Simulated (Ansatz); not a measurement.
Start from TiO₂ in the anatase structure (space group I4_1/amd, No. 141; a = 3.7698 Å, c = 9.5517 Å).

Level of theory: PBEsol (Ansatz, a first-principles code), no spin-orbit coupling.

It is then changed as follows: an isotropic linear strain of +2.40 %, atoms relaxed at fixed cell.

**Question.** What happens to the energy relative to the base and mean gap deformation potential ΔEg/Δln V?

**Answer.** The energy rises by 34 meV/atom; the mean gap deformation potential ΔEg/Δln V is -0.8 eV.

No phonon test of stability was made. The final runs are not spin-polarised.
